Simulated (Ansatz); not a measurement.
Carrier properties of Si (I4_1/amd)

```
Si
1.0
    0.00000     2.81477     2.63520
    2.81477     0.00000     2.63520
    2.81477     2.81477     0.00000
Si
2
Direct
  0.00000   0.00000   0.00000
  0.25000   0.25000   0.25000
```

Computed with HSE06, rigid bands (plane waves, PAW, scalar-relativistic; Ansatz, a quantum-chemistry and plane-wave program). Condition of this run: biaxial stress in (001) of -5.4 GPa (compression positive) (the target of the relaxation). Geometry: cell and atoms relaxed with PBEsol, then loaded as said.

```yaml
band_gap: 0.50 eV
electron conductivity mass (300 K, dilute): 0.21 (x), 0.21 (y), 0.85 (z) mₑ
hole conductivity mass (300 K, dilute): 0.28 (x), 0.28 (y), 0.21 (z) mₑ
effective density of states N_c (300 K): 9.7e18 cm⁻³
effective density of states N_v (300 K): 2.9e18 cm⁻³
density_of_states_mass_electrons: 0.53 mₑ
density_of_states_mass_holes: 0.24 mₑ
Seebeck coefficient, n-type 1e19 cm⁻³, 300 K: -216 μV/K
best n-type power factor at 300 K for τ = 10 fs (best axis; densities from 1e16 to 1e21 cm⁻³ tried, whether or not they can be reached): 7.2 μW/(cm·K²) at 3e19 cm⁻³
Seebeck coefficient, p-type 1e19 cm⁻³, 300 K: 142 μV/K
```

Rigid bands; masses and Seebeck coefficients take one relaxation time τ for all states and one kind of carrier; polarons and phonon drag are left out. Spin-orbit coupling is left out; where it splits the top of the valence band, N_v and the p-type Seebeck coefficient come out somewhat high without it. Geometry: cell and atoms relaxed with PBEsol.
